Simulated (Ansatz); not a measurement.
Consider Y in the hcp (Mg type) structure (space group P6_3/mmc, No. 194; a = 3.652 Å, c = 5.703 Å; relaxed with 0.1 eV smearing). Axes: x lies along a and z along c of the hexagonal cell.

Calculations: PBE in Ansatz (plane waves to 420 eV, PAW, spin-orbit coupling left out).

The change: uniaxial strain ε_zz = +3.00 %, all other strain components held at zero, atoms relaxed at fixed cell.

**Question.** Predict the stress tensor and what it implies for the stiffness.

**Answer.** Stress of the strained cell less that of the base (GPa, compression positive):
```
   -0.6     0.0     0.0
    0.0    -0.6     0.0
    0.0     0.0    -2.2
```

Then −Δσ_ii/ε with ε = 0.0300 gives secant stiffness values (nonlinear terms included at this strain): C33 ≈ 72 GPa, C13 ≈ 20 GPa and C23 ≈ 20 GPa.

As a check, the harmonic strain energy −½ V₀ Δσ:ε is 6.7 meV/atom; the computed energy rise is 6.9 meV/atom.

No phonon test of stability was made. The final runs are not spin-polarised.

Ansatz is a quantum-chemistry and plane-wave program.
